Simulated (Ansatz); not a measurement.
Take Ir in the fcc (Cu type) structure (space group Fm-3m, No. 225) as the base.

```xyz
1
Lattice="0.0000 1.9152 1.9152 1.9152 0.0000 1.9152 1.9152 1.9152 0.0000" Properties=species:S:1:pos:R:3 pbc="T T T"
Ir     0.0000     0.0000     0.0000
```

Cartesian axes are those of the cell as printed.

Method: Ansatz (a program for electronic structure), PBEsol, PAW, cutoff 420 eV, no spin-orbit coupling.

Base values:

```
Quantity                         Value
-----------------------------  -------
Pressure                       0.0 GPa
Shortest interatomic distance  2.709 Å
```

Now apply this change: the symmetric strain tensor [-0.0206 -0.0020 0.0076; -0.0020 0.0203 0.0146; 0.0076 0.0146 -0.0094], atoms relaxed at fixed cell.

Q: Estimate the effect on the pressure.

A: The pressure (mean of the normal stresses, compression positive) goes from zero to 4.9 GPa.

Q: Estimate the effect on the shortest interatomic distance.

A: The shortest interatomic distance shrinks by 0.061 Å, from 2.709 Å to 2.648 Å.

Q: What happens to the energy relative to the base?

A: The energy grows by 31 meV/atom.

Without a gap, meshes like the base's 21×21×21 leave anisotropic stresses uncertain by several tenths of a GPa, and small strain energies with them. Whether these cells are dynamically stable was not tested. The final runs are not spin-polarised.
